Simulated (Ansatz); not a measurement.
Consider MoSi2 (space group I4/mmm, No. 139; a = 3.2022 Å, c = 7.8195 Å). Axes: x, y, z lie along a, b, c of the conventional cell.

The values are results of r2SCAN, PAW, 500 eV (Ansatz, an electronic-structure program; no spin-orbit coupling), earlier PAW set, not measurements.

Strains are applied to the cell and any free atomic positions relax; under biaxial strain the out-of-plane vector relaxes too.

One change was made to it. Results:

| quantity | base | after |
|---|---|---|
| energy relative to the base (free energy F) | 0 meV/atom | +1.5 meV/atom |
| volume per atom | 13.36 Å³ | 13.50 Å³ |
| pressure (mean of the normal stresses, compression positive) | 0.0 GPa | -2.0 GPa |

Name the change that was made.
(A) uniaxial strain ε_xx = +2.38 %
(B) isotropic strain −4.70 %
(C) biaxial strain +0.60 %, plane normal [001], relaxed out of plane
(D) biaxial strain +1.53 %, plane normal [001], relaxed out of plane

C, biaxial strain +0.60 %, plane normal [001], relaxed out of plane. For comparison, the energy relative to the base in the other runs: isotropic strain −4.70 % gives +0.215 eV/atom; uniaxial strain ε_xx = +2.38 % gives +9.5 meV/atom; biaxial strain +1.53 %, plane normal [001], relaxed out of plane gives +9.4 meV/atom.

A case with no gap was solved on a k-mesh chosen for an insulator, which is coarse for it. Without a gap, meshes like the base's 14×14×14 leave anisotropic stresses uncertain by several tenths of a GPa, and small strain energies with them. Whether these cells are dynamically stable was not tested. All final runs are without spin polarisation.
